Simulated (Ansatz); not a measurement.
Worked example: self-consistent single point of Lu₂C (P1, 3 atoms in the cell) in Ansatz (an electronic-structure program).

Computed with PBEsol, PAW files made with PBE (plane waves; Ansatz).

The change in words: atoms moved at random. Reference geometry:
```xyz
3
Lattice="1.7473 1.0088 5.8377 -1.7473 1.0088 5.8377 0.0000 -2.0176 5.8377" Properties=species:S:1:pos:R:3 pbc="T T T"
Lu     0.0000     0.0000     4.2176
Lu     0.0000     0.0000    13.2954
C      0.0000     0.0000     8.7565
```

Reference input (self-consistent single point, DFT, PBEsol, plane waves, PAW files made with PBE): kpoints.mp_grid.grid = 9 9 9; hamiltonian.xc = pbesol; hamiltonian.pseudopotentials = {kind: paw} (the program's default PAW files); scf.occupations.method = gaussian; scf.occupations.width = 0.1 eV. This run's input differs from it in these lines:

Ansatz 0.2 input:
```diff
@@ -7,5 +7,5 @@
   atoms:
-    - { symbol: Lu, position: [0.240829, 0.240829, 0.240829] }
-    - { symbol: Lu, position: [0.759171, 0.759171, 0.759171] }
-    - { symbol: C, position: [0.500000, 0.500000, 0.500000] }
+    - { symbol: Lu, position: [0.238989, 0.233168, 0.251809] }
+    - { symbol: Lu, position: [0.767727, 0.763147, 0.743185] }
+    - { symbol: C, position: [0.493284, 0.503685, 0.505005] }
 kpoints:
```

Output, abridged:

```
SCF iter   1: F=—  HF=-29472.997548 eV  |F-HF|=—  |Δ(HF+E_count)|=         —  Δρ=5.90e-2  dr2=4.83e0  ethr=3.10e-3  ⟨swp⟩=5.4  Hψ=55524  notcnv=0
all-band conjugate gradients solve this SCF's bands
preconditioner: auto → Kerker (q_TF=auto, 2.668 Å⁻¹)
SCF iter   2: F=—  HF=-29472.202465 eV  |F-HF|=—  |Δ(HF+E_count)|=   7.95e-1  Δρ=2.62e-2  dr2=1.03e0  ethr=3.10e-3  ⟨swp⟩=3.6  Hψ=26506  notcnv=0  defer=474
   [... lines left out ...]
SCF iter   9: F=—  HF=-29471.986834 eV  |F-HF|=—  |Δ(HF+E_count)|=   7.49e-5  Δρ=1.02e-4  dr2=4.34e-6  ethr=1.86e-7  ⟨swp⟩=3.3  Hψ=29891  notcnv=0  defer=486
SCF iter  10: F=—  HF=-29471.986841 eV  |F-HF|=—  |Δ(HF+E_count)|=   6.87e-6  Δρ=4.62e-5  dr2=8.11e-7  ethr=8.04e-9  ⟨swp⟩=3.4  Hψ=28817  notcnv=0  defer=486
SCF iter  11: F=—  HF=-29471.986841 eV  |F-HF|=—  |Δ(HF+E_count)|=   5.33e-7  Δρ=1.96e-5  dr2=2.53e-7  ethr=1.50e-9  ⟨swp⟩=2.7  Hψ=23636  notcnv=0  defer=486
SCF iter  12: F=-29471.986841 eV  HF=-29471.986841 eV  |F-HF|=6.51e-9  |Δ(HF+E_count)|=   2.57e-8  Δρ=8.74e-6  dr2=3.34e-8  ethr=1.85e-10  ⟨swp⟩=15.8  Hψ=92642  notcnv=0
SCF 1 converged in 12 iterations: F = -29471.986841 eV  dr2 = 3.34e-8
Free energy (F): -29471.986841 eV
Internal energy: -29471.974306 eV  (E = F + TS)
E sigma→0 (E₀):  -29471.980574 eV
Entropy (-TS):   -0.012535 eV (-4.178 meV/atom)
Fermi energy:    13.466905 eV
--- Forces (eV/Å), atoms counted from 1 ---
  atom   1  Lu    -0.07891774     0.19449406    -0.22466568
  atom   2  Lu    -0.06229098    -0.24712896     0.31518338
  atom   3  C      0.14120802     0.05263452    -0.09051474
--- Stress (GPa, compression-positive) ---
       -2.893426      -0.038613      -0.046169
       -0.038613      -3.408988       1.291567
       -0.046169       1.291565      -2.722315
  P = ⅓ Tr σ = -3.0082 GPa (-30.082 kbar)
  The stress holds the Pulay correction. Without it, at fixed plane waves, as pw.x and ABINIT print it: P = -3.1059 GPa
```

The run converged in 12 iterations. Against the reference run the free energy goes up by 5.5 meV/atom, the pressure goes from -2.48 to -3.01 GPa and the largest force goes from 0.038 to 0.405 eV/Å.

The starting cell comes from a database of computed structures (which also holds hypothetical and non-ambient phases and stackings), without a prior relaxation at this level. For this run, on top of that: atoms moved at random. With a pressure of about -3 GPa the cell is away from its equilibrium volume at this level. Ansatz's pressure includes its estimate of the finite-basis (Pulay) stress.

Cost on one core of a shared machine: roughly 50 s.
